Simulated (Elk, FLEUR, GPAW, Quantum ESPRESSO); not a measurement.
# One structure in several programs: GdB2 (P6/mmm, 3 atoms in the cell)

Self-consistent single point.

```xyz
3
Lattice="3.3020 0.0000 0.0000 -1.6510 2.8596 0.0000 0.0000 0.0000 3.9460" Properties=species:S:1:pos:R:3 pbc="T T T"
Gd     0.0000     0.0000     0.0000
B      1.6510     0.9532     1.9730
B      0.0000     1.9064     1.9730
```
Moments meant for the start (each program seeds them in its own way; μB, in the order of the atoms Gd B B): 7.0 0.0 0.0.

All programs got the same cell, k-point mesh and kind of occupations, and the same starting moments (in Elk's words: spinpol = true; swidth = 0.00367493 Ha); potentials, basis and cutoffs are each program's usual ones.

| code | model | size of the net moment (μB/atom) | cutoff |
|---|---|---|---|
| Elk | LDA (PW92), all-electron FP-LAPW, Elk's shipped species files, APW+lo basis with extra local orbitals | 2.38 | rgkmax 8 |
| GPAW | LDA (Perdew-Wang 92), GPAW PAW datasets LDA (gpaw-data 1.0.1) | 2.38 | 900 eV |
| FLEUR | LDA (Vosko-Wilk-Nusair), all-electron FLAPW (FLEUR), scalar-relativistic valence | 2.38 | Kmax 3.8 1/bohr |
| Quantum ESPRESSO | LDA (PZ), SSSP 1.1.2 efficiency (PBE) pseudopotentials | 2.37 | 50 Ry |

The spread over the programs that give each value: size of the net moment within 0.01 μB/atom.

The starting cell comes from a database of computed structures (which also holds hypothetical and non-ambient phases and stackings), without a prior relaxation at this level. On Elk's run: Spin-orbit coupling is off. With one magnetic atom in the cell only a parallel order is possible. With U or open f shells several self-consistent states can exist. The f electrons are in the valence without U or exact exchange, which can misplace them near the Fermi level. Spin-orbit terms, which matter for f shells, are left out. Values depend on the basis (sphere radii, cutoffs, local orbitals), which need not be converged.

Q: Why do the programs differ, and what cannot be compared?

A: Differences of this kind can come from the potentials, where these differ, and from what each basis and cutoff leave unconverged. The zero of total energies and Fermi levels follows the potentials and each program's conventions, so they are not compared here. Elk and FLEUR treat all electrons, but the usual bases taken here (sphere radii, linearisation, local orbitals, empty states) were not tested for convergence, so the values are no reference for the others. The same LDA comes in different parametrisations, which differ slightly. Site moments depend on each program's spheres or projections; the total moment of the cell does not.

Left out of this page: Ansatz (with a known weakness of the program).
